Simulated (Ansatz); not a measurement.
## AlAs: 1 layer

The reference is AlAs in the wurtzite structure (space group P6_3mc, No. 186; a = 4.0033 Å, c = 6.5805 Å; a model cell, its experimental status unchecked). Axes: x lies along a and z along c of the hexagonal cell.

Modification: a free-standing slab of 1 layer (4 atoms, 4 a layer) is cut normal to the y axis, with 15 Å of vacuum and the in-plane cell held at bulk.

All numbers come from PBEsol/PAW in Ansatz (a program for electronic structure), no spin-orbit coupling, earlier PAW set. Γ-centred 8×5×1 mesh, Fermi–Dirac width 0.05 eV, for the changed cell.

| quantity | base | changed | shift |
|---|---|---|---|
| layer's space group (with vacuum) | – | Pmn2_1 (No. 31) | – |
| band gap | 1.64 eV | 2.44 eV | +0.80 eV |
| gap character | – | direct at Γ | – |
| valence-band top at Γ (three highest levels, from the VBM) | 0.00, 0.00, -0.13 eV | 0.00, -0.71, -1.02 eV | – |
| thickness between the outermost nuclei | – | 1.75 Å | – |

Stability against distortions was not tested. This is not the structure that AlAs has at room temperature and ambient pressure. k-point labels follow each cell's own Brillouin zone.
